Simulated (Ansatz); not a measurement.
# What 5 layers does to InPd

Base system: InPd in the CsCl type structure (space group Pm-3m, No. 221; a = 3.247 Å). Axes: x, y, z lie along the cube axes.

Now apply this change: a free-standing slab of 5 layers (10 atoms, 2 a layer) is cut normal to [110], with 15 Å of vacuum and the in-plane cell held at bulk.

The values are results of DFT with PBEsol, PAW potentials and a 420 eV plane-wave cutoff in Ansatz (an electronic-structure program), without spin-orbit coupling, not measurements. Settings: 14×10×1 k-points, 0.05 eV Fermi–Dirac smearing, for the changed cell.

| quantity | base | changed | shift |
|---|---|---|---|
| layer's space group (with vacuum) | – | Pmmm (No. 47) | – |
| shortest interatomic distance | 2.812 Å | 2.709 Å | -0.103 Å |
| band gap | zero | zero | – |
| excess energy per area of both faces (slab less bulk energy over the cell's area: twice a surface energy) (uncertain by up to 0.1 J/m²) | – | 1.9 J/m² | – |
| thickness between the outermost nuclei | – | 9.46 Å | – |
| change of the spacing d12 from its bulk value of 2.296 Å | – | +1.5 % | – |
| change of the spacing d23 from its bulk value of 2.296 Å | – | -1.0 % | – |

The excess energy carries the mismatch between the slab's and the bulk's meshes. Whether these cells are dynamically stable was not tested. All final runs are without spin polarisation.
